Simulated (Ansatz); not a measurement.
C (R-3m, No. 166, 2 atoms in the cell; start mp-169; another form than the element's usual one), treated with HSE06 (plane waves, PAW; Ansatz, a quantum-chemistry and plane-wave program).

Numerical settings: plane-wave cutoff 460 eV, 12×12×12 k mesh, Fermi–Dirac smearing 0.01 eV, scalar-relativistic PAW data made under PBE.

The cell is the one relaxed with PBE-D3(BJ). Conventional cell: a = 2.4649 Å, b = 2.4649 Å, c = 10.1395 Å, α = 90.00°, β = 90.00°, γ = 120.00°.

```yaml
crystal:
  lattice:
    - [2.13462, -1.23244, -0.01213]
    - [2.13462, 1.23244, -0.01213]
    - [-1.40378, 0.00000, 3.38786]
  atoms:
    - { symbol: C, position: [0.83337, 0.83337, 0.00011] }
    - { symbol: C, position: [0.16663, 0.16663, 0.99989] }
```

Question: List the 5 lowest band energies at Γ above −25 eV (eV, relative to the valence band maximum), grouping those that round alike.

Answer: At Γ: -21.83, -7.38, -3.62 (×2), 4.93.

Note: the run warned that its exchange threshold was loose for the stress; cell and atoms aren't relaxed at this level (pressure -4.6 GPa).

A start named mp-… is a Materials Project structure, which need not be a measured phase.
